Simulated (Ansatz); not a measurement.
The starting structures come from a database of crystals and need not be the phases stable at ambient conditions.

 Where the default PAW files enter, the runs use the earlier of Ansatz's two default sets.

The decay constant κ of evanescent states in the gap governs leakage through a thin film.

Consider the following.

```
CELL_PARAMETERS angstrom
      4.10164     0.00000     0.00000
      0.00000     7.63583     0.00000
      2.05082    -3.81792     4.48026
ATOMIC_POSITIONS crystal
  Be 0.50000 0.25000 0.00000
  Be 0.50000 0.75000 0.00000
  Be 0.20954 0.16863 0.33726
  Be 0.79046 0.83137 0.66274
  Be 0.54680 0.33137 0.66274
  Be 0.45320 0.66863 0.33726
  H  0.36337 0.56318 0.82294
  H  0.63663 0.43682 0.17706
  H  0.63663 0.74024 0.17706
  H  0.36337 0.25976 0.82294
  H  0.18631 0.93682 0.17706
  H  0.81369 0.06318 0.82294
  H  0.81369 0.75976 0.82294
  H  0.18631 0.24024 0.17706
  H  0.08703 0.68852 0.37704
  H  0.91297 0.31148 0.62296
  H  0.46407 0.81148 0.62296
  H  0.53593 0.18852 0.37704
```

Space group of this cell: Ibam. The cell is taken as given.

Transport runs along the normal of the first two printed cell vectors.

No gap correction and no spin-orbit coupling; mid-gap values are interpolated between computed energies.

Q: Compute, with r2SCAN (Ansatz, a quantum-chemistry and plane-wave program), the band gap and the smallest decay constant κ at mid-gap.

A: Gap 5.98 eV on a 8×8×8 mesh; κ = 0.452 1/Å, at (0.500, 0.500) of the in-plane reciprocal vectors. At the zone centre, at the nearest computed energy, the slowest state has κ = 0.46 1/Å.
